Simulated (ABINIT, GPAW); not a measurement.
An ABINIT input for a self-consistent single point of V (Im-3m, 1 atom in the cell) (DFT, PBEsol, plane waves, norm-conserving pseudopotentials (PseudoDojo nc-sr-04 PBEsol standard)):

```
# V, PseudoDojo nc-sr-04 PBEsol standard
pp_dirpath "./"
pseudos "V.upf"
acell 3*1.0 Angstrom
rprim
        -1.5087880000    1.5087880000    1.5087880000
         1.5087880000   -1.5087880000    1.5087880000
         1.5087880000    1.5087880000   -1.5087880000
natom 1
ntypat 1
znucl 23
typat 1
xcart    0.0000000000    0.0000000000    0.0000000000
ecut 1143 eV
ixc -116133
occopt 3
tsmear 0.00367493
nband 12
kptopt 1
ngkpt 15 15 15
nshiftk 1
shiftk 0 0 0
nstep 50
toldfe 1.0e-09
prtwf 0
prtden 0
enunit 2
```

Task: Give the GPAW input for the same structure, mesh, smearing and functional.

Result: This is the input that was run; spellings and numerical settings could be chosen otherwise.

```python
from ase import Atoms
from ase.units import GPa
from gpaw import GPAW, PW, FermiDirac

atoms = Atoms(['V'],
              cell=[[-1.508788, 1.508788, 1.508788],
                    [1.508788, -1.508788, 1.508788],
                    [1.508788, 1.508788, -1.508788]],
              scaled_positions=[[0.000000, 0.000000, 0.000000]],
              pbc=True)

calc = GPAW(mode=PW(800),
            xc='PBEsol',
            kpts=(15, 15, 15),
            occupations=FermiDirac(0.1),
            nbands=-7,
            convergence={'density': 1e-05},
            symmetry={'symmorphic': False, 'tolerance': 0.0005},
            maxiter=150,
            txt='-')

atoms.calc = calc

energy = atoms.get_potential_energy()
print('Energy (eV):', round(energy, 6))
forces = atoms.get_forces()
print('Forces (eV/Ang):')
print(forces.round(5))
stress = atoms.get_stress()
print('Stress (GPa, Voigt):', (stress / GPa).round(4))
```

Basis settings and potentials, where a program has them, do not carry over. This input uses DFT PBEsol, plane waves, GPAW PAW datasets PBEsol (made by gpaw-setup). Both were run: pressure -10.11 GPa in ABINIT and -8.78 in GPAW.

On ABINIT: the starting cell has typed, rounded lattice constants, without a prior relaxation at this level. Its lattice was rescaled by a random factor within 2.5 % of one. Spin polarisation is off. With a pressure of about -10 GPa the cell is away from its equilibrium volume at this level.

On GPAW: the starting cell has typed, rounded lattice constants, without a prior relaxation at this level. Its lattice was rescaled by a random factor within 2.5 % of one. Spin polarisation is off. With a pressure of about -9 GPa the cell is away from its equilibrium volume at this level.
